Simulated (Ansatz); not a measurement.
OsSi₂ (space group C2/m, No. 12; a cell from a computed database, its experimental status unchecked)

Space group C2/m (No. 12); a = 8.657 Å, b = 2.977 Å, c = 7.444 Å, α = 90.00°, β = 118.92°, γ = 90.00°

| atom | site | symmetry | x | y | z |
|---|---|---|---|---|---|
| Si | 4i | m | 0.3946 | 0.0000 | 0.1056 |
| Si | 4i | m | 0.1416 | 0.0000 | 0.5281 |
| Os | 4i | m | 0.1545 | 0.0000 | 0.2014 |
(The calculation used a cell of 6 atoms; values per cell refer to that cell.)

Calculations: PBEsol in Ansatz (plane waves to 420 eV, PAW, no spin-orbit coupling). Γ-centred 17×17×7 mesh, Fermi–Dirac width 0.05 eV.

| Property | Result |
|---|---|
| Volume per atom | 14.00 Å³ |
| Density | 9.74 g/cm³ |
| Band gap | zero |
| Total energy | -4165.159 eV/atom (σ→0; compares only within this code and set-up) |

With Os present, leaving out spin-orbit coupling can change the band edges. No phonon test of stability was made. All final runs are without spin polarisation. A zero or small gap of OsSi2 can be the functional's error rather than a property of the material.

Ansatz is a first-principles code.
